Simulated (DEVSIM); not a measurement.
Device: GaP/Si n-p heterojunction, at 300 K.

```tsv
layer (left to right)	material	thickness (μm)	Nd (cm⁻³)	Na (cm⁻³)	τn (s)	τp (s)
1	GaP	0.430	1.1e16	-	5.9e-7	5.9e-7
2	Si	0.550	-	7.2e16	5.9e-7	5.9e-7
```

Left contact: ohmic. Right contact: ohmic. Voltage is applied to the left contact. Recombination: SRH at mid-gap. Mobility is constant in doping. Where it depends on doping, it is μmin + (μ − μmin)/(1 + (N/Nref)^α).

This is a model device: material constants are rounded textbook-type values typed into the input, and sizes, dopings and lifetimes were drawn at random. Values at 300 K. The table also holds parameters that only a changed run uses.

| parameter | GaP | Si |
|---|---|---|
| gap (eV) | 2.26 | 1.124 |
| affinity (eV) | 3.8 | 4.05 |
| permittivity | 11.1 | 11.7 |
| Nc (cm⁻³) | 1.8e19 | 2.86e19 |
| Nv (cm⁻³) | 1.9e19 | 3.1e19 |
| μn (cm²/Vs) | 250 | 1417 |
| μp (cm²/Vs) | 150 | 470 |
| μn,min | 10 | 52 |
| μp,min | 10 | 45 |
| Nref,n | 4.4e18 | 9.7e16 |
| Nref,p | 1e18 | 2.2e17 |
| αn | 0.8 | 0.68 |
| αp | 0.85 | 0.72 |
| Cn (cm⁶/s) | 1e-30 | 2.8e-31 |
| Cp (cm⁶/s) | 1e-30 | 9.9e-32 |

DEVSIM, 1D drift-diffusion, Boltzmann statistics, complete ionisation; no tunnelling, impact ionisation, image-force lowering or self-heating. Band offsets follow the typed affinities; no thermionic-emission limit at abrupt steps, no polarisation charge.

Base results: dark forward voltage at 100 A/cm² (V) 0.899; potential step across the device at zero bias (V) 1.026; largest field in the device at zero bias (V/cm) 55000; dark forward voltage at 1 A/cm² (V) 0.731.

**Question.** What follows from this one change: doping Na of layer 2 7.2e+16 → 2.2e+16 cm^-3?

**Answer.** dark forward voltage at 100 A/cm² 0.899 → 0.843 V; potential step across the device at zero bias 1.026 → 0.995 V; largest field in the device at zero bias 55000 → 48000 V/cm; dark forward voltage at 1 A/cm² 0.731 → 0.629 V.

**Question.** What follows from this one change: thickness of layer 1 0.43 → 0.086 μm?

**Answer.** dark forward voltage at 100 A/cm² 0.899 → 0.881 V; potential step across the device at zero bias little changed (1.026 V); largest field in the device at zero bias 55000 → 88000 V/cm; dark forward voltage at 1 A/cm² 0.731 → 0.698 V.
